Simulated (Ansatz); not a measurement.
**Response to strain in Ir**

The parent structure is Ir in the fcc (Cu type) structure (space group Fm-3m, No. 225; a = 3.830 Å). Axes: x, y, z lie along the cube axes.

Strains are applied to the cell and any free atomic positions relax; under biaxial strain the out-of-plane vector relaxes too.

Method: PBEsol (Ansatz, an electronic-structure program, PAW, scalar-relativistic without spin-orbit coupling).

Notes on the quantities. pressure: mean of the normal stresses, compression positive; energy relative to the base: free energy F.

```csv
case,pressure,energy relative to the base,shortest interatomic distance,space group
base,0.0 GPa,0 meV/atom,2.709 Å,Fm-3m (No. 225)
"biaxial strain −1.13 %, plane normal [001], relaxed out of plane",5.6 GPa,+8.2 meV/atom,2.678 Å,I4/mmm (No. 139)
"biaxial strain +0.54 %, plane normal [001], relaxed out of plane",-2.5 GPa,+1.8 meV/atom,2.710 Å,I4/mmm (No. 139)
"biaxial strain −0.30 %, plane normal [111], relaxed out of plane",1.7 GPa,+0.7 meV/atom,2.700 Å,R-3m (No. 166)
isotropic strain −2.09 %,[?],+73 meV/atom,2.652 Å,Fm-3m (No. 225)
uniaxial strain ε_xx = +1.30 %,-4.8 GPa,+4.7 meV/atom,2.709 Å,I4/mmm (No. 139)
uniaxial strain ε_xx = +3.91 %,[?],+40 meV/atom,2.709 Å,I4/mmm (No. 139)
uniaxial strain ε_yy = +4.86 %,-15.8 GPa,+60 meV/atom,2.709 Å,I4/mmm (No. 139)
tensor shear ε_xz = −1.11 %,0.2 GPa,+6.0 meV/atom,2.678 Å,Immm (No. 71)
tensor shear ε_xy = +0.44 %,0.0 GPa,[?],2.697 Å,Immm (No. 71)
```

Question: Some entries are withheld; estimate them.

Answer: 
- isotropic strain −2.09 %, pressure: 28.7 GPa
- uniaxial strain ε_xx = +3.91 %, pressure: -13.1 GPa
- tensor shear ε_xy = +0.44 %, energy relative to the base: +0.9 meV/atom

Without a gap, meshes like the base's 21×21×21 leave anisotropic stresses uncertain by several tenths of a GPa, and small strain energies with them. No phonon test of stability was made. The final runs are not spin-polarised.
